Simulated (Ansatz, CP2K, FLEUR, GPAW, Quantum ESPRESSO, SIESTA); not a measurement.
# Code comparison for TiPt3 (P6_3/mmc, 8 atoms in the cell)

Self-consistent single point.

```xyz
8
Lattice="5.6695 0.0000 0.0000 -2.8348 4.9100 0.0000 0.0000 0.0000 4.5680" Properties=species:S:1:pos:R:3 pbc="T T T"
Ti     0.0000     3.2733     3.4260
Ti     2.8348     1.6367     1.1420
Pt     0.0000     1.6419     1.1420
Pt     2.8348     3.2680     3.4260
Pt     4.2476     0.8210     3.4260
Pt    -1.4128     4.0890     1.1420
Pt     1.4128     4.0890     1.1420
Pt     1.4220     0.8210     3.4260
```

Shared settings, as Ansatz (a program for electronic structure) writes them: kpoints.mp_grid.grid = 5 5 5; scf.occupations.method = gaussian; scf.occupations.width = 0.0073 Ry. Potentials and cutoffs stand in the table.

| code | model | pressure (GPa) | largest force (eV/Å) | cutoff |
|---|---|---|---|---|
| Ansatz | PBEsol, PAW files made with PBE | -15.68 | 0.053 | default |
| FLEUR | PBEsol, all-electron FLAPW (FLEUR), scalar-relativistic valence | – | 0.058 | Kmax 4.1 1/bohr |
| CP2K | PBEsol, GPW, DZVP-MOLOPT-SR-GTH basis, GTH-PBE potentials (GTH_POTENTIALS) | -15.58 | 0.092 | grid 600 Ry |
| SIESTA | GGA PBEsol, numerical atomic orbitals DZP, PseudoDojo PBEsol standard norm-conserving potentials (rewritten from UPF to PSML) | -16.07 | 0.030 | grid 300 Ry |
| GPAW | PBEsol, GPAW PAW datasets PBEsol (made by gpaw-setup) | -15.31 | 0.068 | 850 eV |
| Quantum ESPRESSO | PBEsol, SSSP 1.1.2 efficiency (PBE) pseudopotentials | -15.80 | 0.055 | 50 Ry |

A dash marks a value that a program does not give, or that is left out as unsure.

On Ansatz's run: spin-orbit coupling is off. Spin polarisation is off.

The spread over the programs that give each value: pressure within 0.76 GPa; largest force within 0.062 eV/Å.

CP2K and SIESTA use small atom-centred bases, whose incompleteness enters pressures, forces and empty levels differently from a plane-wave cutoff. FLEUR treats all electrons, but the usual bases taken here (sphere radii, linearisation, local orbitals, empty states) were not tested for convergence, so the values are no reference for the others. Ansatz's pressure is given at a fixed set of plane waves, as the other plane-wave codes print theirs; with its correction for the finite basis it is -15.63 GPa.

The starting cell comes from a database of computed structures (which also holds hypothetical and non-ambient phases and stackings), without a prior relaxation at this level. Its lattice was rescaled by a random factor within 2.5 % of one.

Keys are those of Ansatz 0.2.
